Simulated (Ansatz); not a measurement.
Consider Sr₃AsN in the anti-perovskite structure (space group Pm-3m, No. 221; a = 5.0413 Å; a cell from a computed database, its experimental status unchecked).

It is then changed as follows: cell and atoms relaxed at a pressure of 0.3 GPa.

Levels (all Ansatz, a quantum-chemistry and plane-wave program, PAW): PBEsol (420 eV, no SOC); PBEsol+SOC (420 eV, noncollinear with spin-orbit coupling).

The geometry is relaxed with PBEsol.

* **PBEsol valence-band top at Γ**: 0.00, 0.00, 0.00 eV
* **PBEsol lowest conduction level above the VBM at special points**: Γ 0.36 eV; X 1.71 eV; R 2.11 eV; M 2.57 eV
* **PBEsol gap character**: direct at Γ
* **PBEsol electron mass**: 0.14, 0.66 mₑ (at Γ)

With PBEsol+SOC at the same geometry, the valence-band top at Γ (three highest Kramers pairs, from the VBM) becomes 0.00, 0.00, -0.03 eV (PBEsol: 0.00, 0.00, 0.00 eV); the lowest conduction level above the VBM at special points goes from Γ 0.36 eV; X 1.71 eV; R 2.11 eV; M 2.57 eV to Γ 0.35 eV; X 1.69 eV; R 2.08 eV; M 2.55 eV; the gap character remains direct at Γ; the electron mass (degenerate bands, along [100]) is still 0.14, 0.66 mₑ (at Γ). The threefold valence maximum splits by Δso ≈ 32 meV.

Single points use the geometry relaxed with PBEsol. The spin-orbit shifts are approximate. Load acts through the strain it causes; cell and atoms are relaxed under it. Masses are band curvatures over ±0.01 Å⁻¹ around the edge. Stability against distortions was not tested.
